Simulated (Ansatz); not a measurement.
This Ansatz (an electronic-structure program) input is the reference run, GaP in the zinc blende structure (space group F-43m, No. 216), computed with Ansatz, PBEsol, PAW, cutoff 420 eV, scalar-relativistic without spin-orbit coupling, earlier PAW set:

Ansatz 0.2 input:
```yaml
crystal:
  lattice:
    - [0, 2.719491269, 2.719491269]
    - [2.719491269, 0, 2.719491269]
    - [2.719491269, 2.719491269, 0]
  atoms:
    - { symbol: P, position: [0.75, 0.75, 0.75] }
    - { symbol: Ga, position: [0, 0, 0] }
basis: { ecutwfc: 420, ecutrho_ratio: 4, xc_grid: 2, fft_grid_basis: typed }
kpoints: { mp_grid: { grid: [24, 24, 24] } }
hamiltonian:
  xc: pbesol
  dispersion: none
  pseudopotentials: { azcp: { folder: ./paw }, kind: paw }
scf: { occupations: { method: fermi_dirac, width: 0.0259 }, convergence: { dr2_threshold: 0.0000000002 } }
output: { forces: true, stress: true }
checkpoint: { write: state.ck, write_every: 1000 }
```

Question: Write the input for this change: electron doping at 5.0×10^20 cm⁻³ (0.0201 per cell), with a uniform compensating background at fixed cell and a 300 K Fermi–Dirac width.

Answer: 
Ansatz 0.2 input:
```yaml
crystal:
  lattice:
    - [0, 2.719491269, 2.719491269]
    - [2.719491269, 0, 2.719491269]
    - [2.719491269, 2.719491269, 0]
  atoms:
    - { symbol: P, position: [0.75, 0.75, 0.75] }
    - { symbol: Ga, position: [0, 0, 0] }
basis: { ecutwfc: 420, ecutrho_ratio: 4, xc_grid: 2, fft_grid_basis: typed }
kpoints: { mp_grid: { grid: [24, 24, 24] } }
hamiltonian:
  xc: pbesol
  dispersion: none
  pseudopotentials: { azcp: { folder: ./paw }, kind: paw }
total_charge: -0.020112
scf: { occupations: { method: fermi_dirac, width: 0.0259 }, convergence: { dr2_threshold: 0.0000000002 } }
relax: { f_tol: 0.005, max_steps: 30 }
output: { forces: true, stress: true }
checkpoint: { write: state.ck, write_every: 1000 }
```
This is the input that was run.

Carriers are added with a uniform compensating background; total energy and stress of such cells depend on the potential's zero and are not compared; many-body gap narrowing is missing at this level. Gaps are read on the SCF mesh and a high-symmetry path. Stability against distortions was not tested.
